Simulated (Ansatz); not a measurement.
Consider BaTiO$_{3}$ in the cubic perovskite structure (space group Pm-3m, No. 221; a = 3.970 Å).

Computed with PBEsol (Ansatz, a first-principles code; PAW; 420 eV plane waves; no SOC).

For the base:

* **Band gap**: 1.82 eV

One thing is altered: an isotropic linear strain of +1.80 %; the atoms relax in the strained cell.

Q: What happens to the band gap?

A: The band gap drops by 0.11 eV, from 1.82 eV to 1.71 eV.

Stability against distortions was not tested. The final runs are not spin-polarised. Many cubic perovskites are stable only at high temperature; tilts and polar distortions were not tested. This is not the structure that BaTiO3 has at room temperature and ambient pressure.
